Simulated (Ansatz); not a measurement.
A short convergence ladder for ZnAg2SnS4 (Fmm2, 8 atoms in the cell)

```yaml
crystal:
  lattice:
    - [-2.77495, 2.77495, 6.05277]
    - [2.77495, -2.77495, 6.05277]
    - [2.77495, 2.77495, -6.05277]
  atoms:
    - { symbol: Zn, position: [0.00413, 0.00413, 0.00000] }
    - { symbol: Ag, position: [0.75000, 0.25000, 0.50000] }
    - { symbol: Ag, position: [0.25000, 0.75000, 0.50000] }
    - { symbol: Sn, position: [0.50000, 0.50000, 0.00000] }
    - { symbol: S, position: [0.63948, 0.12892, 0.00000] }
    - { symbol: S, position: [0.87108, 0.87108, 0.51056] }
    - { symbol: S, position: [0.12892, 0.63948, 0.00000] }
    - { symbol: S, position: [0.36052, 0.36052, 0.48944] }
```

Base method: PBEsol, default PAW files made with PBE (plane waves; Ansatz, a program for electronic structure).

Base settings: basis.ecutwfc = 420 eV; kpoints.mp_grid.grid = 5 5 5; hamiltonian.xc = pbesol; hamiltonian.pseudopotentials = {kind: paw} (the program's default PAW files); scf.occupations.method = fermi_dirac; scf.occupations.width = 0.01 eV.

**The width of Fermi-Dirac smearing**

The mesh stays at the base's, so the ladder's end is converged at best in this setting alone.

Only quantities that move along the ladder and can be compared are tabulated.

| scf.occupations.width | free energy less the last step's (meV/atom) | pressure (GPa) | largest difference of a force vector from the last step's (eV/Å) |
|---|---|---|---|
| 1 eV | -427.28 | 1.95 | 1.039 |
| 0.5 eV | -60.63 | -1.29 | 0.490 |
| 0.2 eV | -3.01 | -2.46 | 0.057 |
| 0.1 eV | -0.46 | -2.56 | 0.011 |
| 0.02 eV | 0.00 | -2.59 | 0.000 |

Widest scf.occupations.width that holds the pressure within 1 GPa of the last step, with all finer ones: 0.2 eV; the step before is off by 1.3 GPa.

Widest scf.occupations.width that holds the free energy within 2 meV/atom of the last step, with all finer ones: 0.1 eV; the step before is off by 3.0 meV/atom.

Widest scf.occupations.width that holds the forces within 0.02 eV/Å: not settled: the last two steps still differ by 0.011 eV/Å, over half the tolerance, so the ladder does not show it.

On the base run: the starting cell comes from a database of computed structures (which also holds hypothetical and non-ambient phases and stackings), without a prior relaxation at this level. Its lattice was rescaled by up to half a per cent. One atom was moved a little off its site on purpose. Ansatz's pressure includes its estimate of the finite-basis (Pulay) stress.

Keys are those of Ansatz 0.2.
